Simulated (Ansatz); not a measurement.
Band structure of CoAu₂ (Fd-3m, 6 atoms in the cell).

```xyz
6
Lattice="0.0000 3.9531 3.9531 3.9531 0.0000 3.9531 3.9531 3.9531 0.0000" Properties=species:S:1:pos:R:3 pbc="T T T"
Au     0.9883     0.9883     0.9883
Au     0.9883     2.9648     2.9648
Au     2.9648     0.9883     2.9648
Au     2.9648     2.9648     0.9883
Co     5.9296     5.9296     5.9296
Co     3.9531     3.9531     3.9531
```
Moments meant for the start (each program seeds them in its own way; μB, in the order of the atoms Au Au Au Au Co Co): 0.0 0.0 0.0 0.0 3.0 3.0.

Computed with PBE (plane waves, PAW; Ansatz, a quantum-chemistry and plane-wave program).

Settings: kpoints.mp_grid.grid = 2 2 2; hamiltonian.xc = pbe; hamiltonian.pseudopotentials = {kind: paw} (the program's default PAW files); magnetization.spin_polarized = true; scf.occupations.method = gaussian; scf.occupations.width = 0.2 eV; kpoints.band_path.npoints = 10.

The starting cell was generated: these elements placed on a structure prototype, without a prior relaxation; it need not be a known phase or ordering of this composition. Spin-orbit coupling is off. The program's own search went on from the first solution to a lower state. The program warned that, by what it read of turns of the moments, another magnetic order lies lower.

Levels in eV from the Fermi level, bands 54 to 61 of the first spin channel:
| point | 54 | 55 | 56 | 57 | 58 | 59 | 60 | 61 |
|---|---|---|---|---|---|---|---|---|
| Γ | -1.62 | -1.30 | -0.20 | 1.16 | 1.30 | 1.30 | 2.46 | 3.18 |
| X | -1.53 | -1.38 | -1.38 | 0.09 | 0.09 | 0.09 | 0.11 | 6.13 |
| W | -1.58 | -1.48 | -1.43 | -1.33 | -1.33 | 2.88 | 2.89 | 2.93 |
| K | -1.55 | -1.45 | -1.42 | -1.39 | 0.06 | 0.34 | 2.58 | 4.43 |
| L | -1.57 | -1.50 | -1.36 | -0.10 | 1.29 | 1.36 | 2.26 | 2.34 |
| U | -1.54 | -1.47 | -1.40 | -1.34 | 0.19 | 0.32 | 2.61 | 4.45 |

Bands cross the Fermi level along this path, so the cell is metallic at this level.

The net moment of the cell came out as 3.70 μB.

Keys are those of Ansatz 0.2.
